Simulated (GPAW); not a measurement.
A self-consistent single point of CdSe (F-43m, 2 atoms in the cell) with GPAW

Method of the run: PBE, GPAW PAW datasets PBE (gpaw-data 1.0.1) (plane waves; GPAW 25.7.0).

Input:

```python
from ase import Atoms
from ase.units import GPa
from gpaw import GPAW, PW

atoms = Atoms(['Cd', 'Se'],
              cell=[[0.000000, 3.095446, 3.095446],
                    [3.095446, 0.000000, 3.095446],
                    [3.095446, 3.095446, 0.000000]],
              scaled_positions=[[0.000000, 0.000000, 0.000000],
                                [0.750000, 0.750000, 0.750000]],
              pbc=True)

calc = GPAW(mode=PW(550),
            xc='PBE',
            kpts={'size': (6, 6, 6), 'gamma': True},
            occupations={'name': 'fixed-uniform'},
            nbands=-6,
            convergence={'density': 1e-05, 'bands': -4},
            symmetry={'symmorphic': False, 'tolerance': 0.0005},
            maxiter=150)

atoms.calc = calc

energy = atoms.get_potential_energy()
print('Energy (eV):', round(energy, 6))
forces = atoms.get_forces()
print('Forces (eV/Ang):')
print(forces.round(5))
stress = atoms.get_stress()
print('Stress (GPa, Voigt):', (stress / GPa).round(4))
```

Log, with long lists cut:

```
Input parameters:
  convergence: {bands: -4,
                density: 1e-05}
  kpts: {gamma: True,
         size: (6, 6, 6)}
  maxiter: 150
  mode: {ecut: 550.0,
         name: pw}
  nbands: -6
  occupations: {name: fixed-uniform}
  symmetry: {symmorphic: False,
             tolerance: 0.0005}
  xc: PBE

species:
  Cd:
    name: Cadmium
    Z: 48.0
    valence: 12
    core: 36
    charge: 0.0
    file: Cd.PBE.gz

    # Using partial waves for Cd as LCAO basis

  Se:
    name: Selenium
    Z: 34.0
    valence: 6
    core: 28
    charge: 0.0
    file: Se.PBE.gz

    # Using partial waves for Se as LCAO basis

Reference energy: -218276.650467  # eV

Spin-paired calculation

Convergence criteria:
 Maximum [total energy] change in last 3 cyles: 0.0005 eV / valence electron
 Maximum integral of absolute [dens]ity change: 1e-05 electrons / valence electron
 Maximum integral of absolute [eigenst]ate change: 4e-08 eV^2 / valence electron
 Maximum number of scf [iter]ations: 150

Symmetries present (total): 24
Symmetries with fractional translations: 0
216 k-points: 6 x 6 x 6 Monkhorst-Pack grid + [1/12,1/12,1/12]
16 k-points in the irreducible part of the Brillouin zone
       k-points in crystal coordinates                weights
   0:     0.00000000    0.00000000    0.00000000          1/216
   1:     0.16666667    0.16666667    0.00000000          6/216
   2:     0.16666667    0.16666667    0.16666667          8/216
   [... 7 lines left out ...]
          ...
  15:     0.50000000    0.50000000    0.50000000          4/216

Wave functions: Plane wave expansion
  Cutoff energy: 550.000 eV
  Number of coefficients (min, max): 1718, 1807
  Pulay-stress correction: 0.000000 eV/Ang^3 (de/decut=0.000000)

Occupation numbers: # Uniform distribution of occupation numbers

Eigensolver

Densities:
  Coarse grid: 24*24*24 grid
  Fine grid: 48*48*48 grid
  Total Charge: 0.000000

Density mixing:
  Method: separate
  Backend: pulay
  Linear mixing parameter: 0.05
  old densities: 5
  Damping of long wavelength oscillations: 50

Hamiltonian:
  XC and Coulomb potentials evaluated on a 48*48*48 grid
  External potential:
    NoExternalPotential

XC parameters: PBE with 2 nearest neighbor stencil

Number of atoms: 2
Number of atomic orbitals: 13
Number of bands in calculation: 15
Number of valence electrons: 18
Bands to converge: 11

Density initialized from atomic densities
  13 bands from LCAO basis set
  2 bands from random numbers

Atomic positions and initial magnetic moments

Positions:
   0 Cd     0.000000    0.000000    0.000000    ( 0.0000,  0.0000,  0.0000)
   1 Se     4.643169    4.643169    4.643169    ( 0.0000,  0.0000,  0.0000)

Unit cell:
           periodic     x           y           z      points  spacing
  1. axis:    yes    0.000000    3.095446    3.095446    24     0.1489
  2. axis:    yes    3.095446    0.000000    3.095446    24     0.1489
  3. axis:    yes    3.095446    3.095446    0.000000    24     0.1489

  Lengths:   4.377622   4.377622   4.377622
  Angles:   60.000000  60.000000  60.000000

Effective grid spacing dv^(1/3) = 0.1625

     iter     time        total  log10-change:
                         energy   eigst   dens
iter:   1 --:--:--    -6.048888   +0.32
iter:   2 --:--:--    -5.969842   -1.19  -1.16
iter:   3 --:--:--    -5.699506   -1.31  -1.20
iter:   4 --:--:--    -5.692112   -3.29  -1.61
iter:   5 --:--:--    -5.697758c  -2.72  -1.65
iter:   6 --:--:--    -5.690987c  -3.72  -2.40
iter:   7 --:--:--    -5.689096c  -3.87  -2.68
iter:   8 --:--:--    -5.688906c  -3.98  -2.95
iter:   9 --:--:--    -5.688882c  -5.74  -3.23
iter:  10 --:--:--    -5.688814c  -5.01  -3.44
iter:  11 --:--:--    -5.688814c  -7.10  -4.11
iter:  12 --:--:--    -5.688818c  -6.21  -4.15
iter:  13 --:--:--    -5.688815c  -6.20  -4.16
iter:  14 --:--:--    -5.688814c  -7.52c -4.49
iter:  15 --:--:--    -5.688814c  -8.12c -5.10c

Converged after 15 iterations.

Dipole moment: (3.129619, 3.129619, 3.129619) |e|*Ang

Energy contributions relative to reference atoms: (reference = -218276.650467)

Kinetic:        +16.617720
Potential:      -15.305899
External:        +0.000000
XC:              -7.049860
Entropy (-ST):   +0.000000
Local:           +0.049226
SIC:             +0.000000
--------------------------
Free energy:     -5.688814
Extrapolated:    -5.688814

Showing only first 2 kpts
 Kpt  Band  Eigenvalues  Occupancy
  0     7      3.08893    2.00000
  0     8      3.08893    2.00000
  0     9      3.58142    0.00000
  0    10      8.99391    0.00000

  1     7      2.58444    2.00000
  1     8      2.58444    2.00000
  1     9      5.41108    0.00000
  1    10      7.96740    0.00000

Fermi level: 3.33518

Gap: 0.492 eV
Transition (v -> c):
  (s=0, k=0, n=8, [0.00, 0.00, 0.00]) -> (s=0, k=0, n=9, [0.00, 0.00, 0.00])
No difference between direct/indirect transitions
Energy (eV): -5.688814

Forces in eV/Ang:
  0 Cd    0.00000    0.00000    0.00000
  1 Se    0.00000    0.00000   -0.00000

Stress tensor:
     0.000878    -0.000000    -0.000000
    -0.000000     0.000878     0.000000
    -0.000000     0.000000     0.000878
Stress (GPa, Voigt): [ 0.1406  0.1406  0.1406  0.     -0.     -0.    ]
```

The run converged in 15 iterations. GPAW prints stress with tension positive.

The starting cell comes from a database of computed structures (which also holds hypothetical and non-ambient phases and stackings), without a prior relaxation at this level. Its lattice was rescaled by a random factor within 2.5 % of one.
